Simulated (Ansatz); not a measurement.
An ideal cubic perovskite cell is held by its symmetry; such compounds can tilt or shift off centre at room temperature. The starting structures come from a database of crystals and need not be the phases stable at ambient conditions.

Given:

```
CELL_PARAMETERS angstrom
      4.20893     0.00000     0.00000
      0.00000     4.20893     0.00000
      0.00000     0.00000     4.20893
ATOMIC_POSITIONS crystal
  Zr 0.00000 0.00000 0.00000
  Pb 0.50000 0.50000 0.50000
  O  0.50000 0.00000 0.00000
  O  0.00000 0.50000 0.00000
  O  0.00000 0.00000 0.50000
```

Space group of this cell: Pm-3m, cubic perovskite. The cell is taken as given; by r2SCAN its mean pressure is -5.6 GPa.

Calculation: r2SCAN (plane waves, PAW; Ansatz, a program for electronic structure).

The current runs along the normal of the first two printed vectors; no spin-orbit coupling. Scaled by the factor s: all lengths (ions clamped). Meshes 8×8×8 and 8×8 across the current in all rows.

```
s     mean pressure (GPa)  band gap (eV)
----  -------------------  -------------
0.98                  4.5           2.90
1.00                 -5.6           2.73
1.02                -13.2              ?
```

Question: Take the slope of the band gap against ln s from the two given rows, extrapolate to s = 1.02, and say what the run there gives.

Answer: Slope = (2.90 − 2.73) / ln 0.98 = -8.41 eV. The line gives 2.73 + (-8.41) × ln 1.02 = 2.56 eV. The run gives 2.54 eV, 0.02 eV under the line, 14 % of the predicted step.
